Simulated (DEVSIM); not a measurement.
System: Al/Si3N4/p-Ge capacitor, at 400 K.

```csv
layer (left to right),material,thickness (nm),Na (cm⁻³)
1,Si3N4,29.0,-
2,Ge,800,1.1e17
```

Metal gate on the left, work function 4.1 eV. Fixed charge at the semiconductor interface 0 cm⁻² (in units of +e); no interface traps.

Constants are typed, rounded textbook-type inputs, not results; the design itself was drawn at random and stands for no fabricated device. Values at 300 K; Nc and Nv go as T^1.5, mobilities as T to minus their exponent, the gap by Varshni's rule with the affinity fixed.

| parameter | Si3N4 | Ge |
|---|---|---|
| gap (eV) | 5.1 | 0.664 |
| affinity (eV) | 2.1 | 4 |
| permittivity | 7.5 | 16 |
| Nc (cm⁻³) | - | 1.04e19 |
| Nv (cm⁻³) | - | 6e18 |
| Varshni α (eV/K) | - | 0.000477 |
| Varshni β (K) | - | 235 |

Model (solved in DEVSIM): 1D Poisson equation in equilibrium, Boltzmann statistics, complete ionisation; no quantum confinement or tunnelling. Metal contacts follow the ideal Schottky-Mott rule: no Fermi-level pinning, no interface dipoles.

Task: Tabulate band edges, carrier densities and field at 0.6 V on the gate.

Result: Energies count from the Fermi level of the right contact; mesh points crowd at the junctions.

```json
[
 {"x (μm)": "0.000", "Ec (eV)": "1.400", "Ev (eV)": "-3.700", "n (cm⁻³)": "< 1e2", "p (cm⁻³)": "< 1e2", "field (V/cm)": "220000"},
 {"x (μm)": "0.001244", "Ec (eV)": "1.427", "Ev (eV)": "-3.673", "n (cm⁻³)": "< 1e2", "p (cm⁻³)": "< 1e2", "field (V/cm)": "220000"},
 {"x (μm)": "0.003713", "Ec (eV)": "1.481", "Ev (eV)": "-3.619", "n (cm⁻³)": "< 1e2", "p (cm⁻³)": "< 1e2", "field (V/cm)": "220000"},
 {"x (μm)": "0.008922", "Ec (eV)": "1.594", "Ev (eV)": "-3.506", "n (cm⁻³)": "< 1e2", "p (cm⁻³)": "< 1e2", "field (V/cm)": "220000"},
 {"x (μm)": "0.02007", "Ec (eV)": "1.837", "Ev (eV)": "-3.263", "n (cm⁻³)": "< 1e2", "p (cm⁻³)": "< 1e2", "field (V/cm)": "220000"},
 {"x (μm)": "0.02513", "Ec (eV)": "1.947", "Ev (eV)": "-3.153", "n (cm⁻³)": "< 1e2", "p (cm⁻³)": "< 1e2", "field (V/cm)": "220000"},
 {"x (μm)": "0.02768", "Ec (eV)": "2.002", "Ev (eV)": "-3.098", "n (cm⁻³)": "< 1e2", "p (cm⁻³)": "< 1e2", "field (V/cm)": "220000"},
 {"x (μm)": "0.02926", "Ec (eV)": "0.134", "Ev (eV)": "-0.490", "n (cm⁻³)": "3.3e17", "p (cm⁻³)": "6.1e12", "field (V/cm)": "100000"},
 {"x (μm)": "0.03083", "Ec (eV)": "0.149", "Ev (eV)": "-0.475", "n (cm⁻³)": "2.1e17", "p (cm⁻³)": "9.6e12", "field (V/cm)": "94000"},
 {"x (μm)": "0.03414", "Ec (eV)": "0.178", "Ev (eV)": "-0.446", "n (cm⁻³)": "9.0e16", "p (cm⁻³)": "2.2e13", "field (V/cm)": "84000"},
 {"x (μm)": "0.04156", "Ec (eV)": "0.236", "Ev (eV)": "-0.388", "n (cm⁻³)": "1.7e16", "p (cm⁻³)": "1.2e14", "field (V/cm)": "72000"},
 {"x (μm)": "0.06441", "Ec (eV)": "0.366", "Ev (eV)": "-0.258", "n (cm⁻³)": "4.0e14", "p (cm⁻³)": "5.1e15", "field (V/cm)": "43000"},
 {"x (μm)": "0.1048", "Ec (eV)": "0.457", "Ev (eV)": "-0.167", "n (cm⁻³)": "2.8e13", "p (cm⁻³)": "7.2e16", "field (V/cm)": "8100"},
 {"x (μm)": "0.1897", "Ec (eV)": "0.471", "Ev (eV)": "-0.153", "n (cm⁻³)": "1.8e13", "p (cm⁻³)": "1.1e17", "field (V/cm)": "58"},
 {"x (μm)": "0.4677", "Ec (eV)": "0.471", "Ev (eV)": "-0.153", "n (cm⁻³)": "1.8e13", "p (cm⁻³)": "1.1e17", "field (V/cm)": "≈ 0"},
 {"x (μm)": "0.6579", "Ec (eV)": "0.471", "Ev (eV)": "-0.153", "n (cm⁻³)": "1.8e13", "p (cm⁻³)": "1.1e17", "field (V/cm)": "≈ 0"},
 {"x (μm)": "0.7482", "Ec (eV)": "0.471", "Ev (eV)": "-0.153", "n (cm⁻³)": "1.8e13", "p (cm⁻³)": "1.1e17", "field (V/cm)": "≈ 0"},
 {"x (μm)": "0.7925", "Ec (eV)": "0.471", "Ev (eV)": "-0.153", "n (cm⁻³)": "1.8e13", "p (cm⁻³)": "1.1e17", "field (V/cm)": "≈ 0"},
 {"x (μm)": "0.8160", "Ec (eV)": "0.471", "Ev (eV)": "-0.153", "n (cm⁻³)": "1.8e13", "p (cm⁻³)": "1.1e17", "field (V/cm)": "≈ 0"},
 {"x (μm)": "0.8235", "Ec (eV)": "0.471", "Ev (eV)": "-0.153", "n (cm⁻³)": "1.8e13", "p (cm⁻³)": "1.1e17", "field (V/cm)": "≈ 0"},
 {"x (μm)": "0.8270", "Ec (eV)": "0.471", "Ev (eV)": "-0.153", "n (cm⁻³)": "1.8e13", "p (cm⁻³)": "1.1e17", "field (V/cm)": "≈ 0"},
 {"x (μm)": "0.8290", "Ec (eV)": "0.471", "Ev (eV)": "-0.153", "n (cm⁻³)": "1.8e13", "p (cm⁻³)": "1.1e17", "field (V/cm)": "≈ 0"}
]
```
